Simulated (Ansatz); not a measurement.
Functionals compared on SiH3 on the 1x1 (100) surface of fcc Cu, one in a 2x2 cell, started at the site 'bridge Cu-Cu (span 2.6 Å)', in Ansatz (plane waves, PAW). The structure was relaxed with PBE; the other rows are single points on it, each with its references at the same level. Cutoff 420 eV (500 eV for r2SCAN).

Slab: 20 atoms, 5.3 Å thick at the start under the adsorbate (thin: gaps and levels are the slab's own); k 6x6x1, smearing 0.1 eV, dipole-corrected; 8 atoms held, the rest relaxed; start symmetry kept, larger cells not searched; spin-polarised, no spin-orbit, no U, no dispersion correction. The starting moment vanished. At the end it is bonded to 4 Cu. In PBE it is, or lies within 0.03 eV of, the lowest of the starts that converged. These notes are the PBE run's. r2SCAN: The program's check for a lower electronic state was not made. Adsorption energies are against SiH4(g) − ½ H2(g). A negative adsorption energy means that the adsorbate is more stable on the surface than in its reference.

| functional | adsorption energy (eV) | work function of the top face (eV) | change of the work function (eV) | magnetic moment of the cell (μB) | rough cost of the single point |
|---|---|---|---|---|---|
| PBE | -0.63 | 4.37 | -0.18 | 0.00 | – |
| RPBE | -0.20 | 4.29 | -0.08 | 0.00 | around 7 core-minutes (rough) |
| r2SCAN | (withheld) | (withheld) | (withheld) | 0.00 | very roughly 14 core-minutes |

Question: Fill in the missing entries.

Answer: 
- r2SCAN, adsorption energy (eV): -0.86
- r2SCAN, work function of the top face (eV): 4.40
- r2SCAN, change of the work function (eV): -0.14

Ansatz is an electronic-structure program.
